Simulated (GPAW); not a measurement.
Worked example: self-consistent single point of TaN (P6/mmm, 6 atoms in the cell) in GPAW.

Level of theory: PBEsol+U, GPAW PAW datasets PBEsol (made by gpaw-setup) (plane waves; GPAW 25.7.0).

```xyz
6
Lattice="5.2768 0.0000 0.0000 -2.6384 4.5699 0.0000 0.0000 0.0000 2.9389" Properties=species:S:1:pos:R:3 pbc="T T T"
Ta     0.0000     0.0000     0.0000
Ta     2.6384     1.5233     1.4695
Ta     0.0000     3.0466     1.4695
N     -1.3192     2.2849     0.0000
N      2.6384     0.0000     0.0000
N      1.3192     2.2849     0.0000
```

Reference input (self-consistent single point, DFT PBEsol, plane waves, GPAW PAW datasets PBEsol (made by gpaw-setup)): mode = pw; ecut = 950 eV; xc = PBEsol; kpts = 6 6 9; mesh shift (steps) = 0 0 0; occupations.name = methfessel-paxton; occupations.width = 0.1 eV; occupations.order = 0; nbands = -10; symmetry.symmorphic = false; symmetry.tolerance = 0.0005; maxiter = 150. This run's input differs from it in these lines:

```diff
@@ -18,2 +18,3 @@
             xc='PBEsol',
+            setups={'Ta': ':d,3.0'},
             kpts={'size': (6, 6, 9), 'gamma': True},
```

Output, abridged:

```
     iter     time        total  log10-change:
                         energy   eigst   dens
iter:   1 --:--:--   -60.752158
iter:   2 --:--:--   -58.589404   -0.99  -0.93
iter:   3 --:--:--   -53.463769   -0.04  -0.98
iter:   4 --:--:--   -53.370592   -0.71  -1.33
iter:   5 --:--:--   -53.460488   -1.31  -1.46
iter:   6 --:--:--   -53.478352   -1.02  -1.60
iter:   7 --:--:--   -53.369035   -2.07  -1.90
iter:   8 --:--:--   -53.377319   -3.00  -2.37
iter:   9 --:--:--   -53.369731c  -3.22  -2.36
iter:  10 --:--:--   -53.374044c  -3.31  -2.48
iter:  11 --:--:--   -53.369233c  -2.96  -2.55
iter:  12 --:--:--   -53.369382c  -4.13  -3.04
iter:  13 --:--:--   -53.369582c  -4.01  -3.15
   [... 3 lines left out ...]
iter:  17 --:--:--   -53.369497c  -4.93  -3.40
iter:  18 --:--:--   -53.369415c  -5.00  -3.56
iter:  19 --:--:--   -53.369397c  -5.59  -3.77
iter:  20 --:--:--   -53.369397c  -6.27  -3.91
iter:  21 --:--:--   -53.369398c  -6.76  -4.16c
iter:  22 --:--:--   -53.369404c  -7.33  -4.27c
iter:  23 --:--:--   -53.369405c  -7.33  -4.35c
iter:  24 --:--:--   -53.369407c  -7.01  -4.39c
iter:  25 --:--:--   -53.369407c  -7.88c -4.53c
Converged after 25 iterations.

Dipole moment: (0.000000, -0.000000, -0.000000) |e|*Ang

Energy contributions relative to reference atoms: (reference = -1276566.331196)

Kinetic:        +18.324914
Potential:      -26.236719
External:        +0.000000
XC:             -45.492803
Entropy (-ST):   -0.003079
Local:           +0.036741
SIC:             +0.000000
--------------------------
Free energy:    -53.370946
Extrapolated:   -53.369407

Showing only first 2 kpts
 Kpt  Band  Eigenvalues  Occupancy
  0    25     11.29372    2.00000
  0    26     12.42993    2.00000
  0    27     12.42994    2.00000
  0    28     14.21619    0.00000

  1    25     11.81172    2.00000
  1    26     12.69536    2.00000
  1    27     12.69536    2.00000
  1    28     14.12661    0.00000

Fermi level: 13.29150

No gap
   [... lines left out ...]
  0 Ta    0.00000   -0.00000    0.00000
  1 Ta    0.00000    0.00000    0.00000
  2 Ta    0.00000    0.00000    0.00000
  3 N     0.00000    0.00000    0.00000
  4 N     0.00000    0.00000    0.00000
  5 N    -0.00000   -0.00000    0.00000

Stress tensor:
     0.029398     0.000000     0.000000
     0.000000     0.029398     0.000000
     0.000000     0.000000     0.022280
Stress (GPa, Voigt): [4.7101 4.7101 3.5697 0.     0.     0.    ]
```

The run converged in 25 iterations. GPAW prints stress with tension positive. 

At such cutoffs GPAW's stress carries a finite-basis (Pulay) error, which enters relaxed cells too; its log prints stress with tension positive.

The starting cell comes from a database of computed structures (which also holds hypothetical and non-ambient phases and stackings), without a prior relaxation at this level. Its lattice was rescaled by a random factor within 2.5 % of one. Spin polarisation is off. The U value is a test value, and with U on an open shell several self-consistent states can exist.

Cost on one core of a shared machine: roughly 4 min.
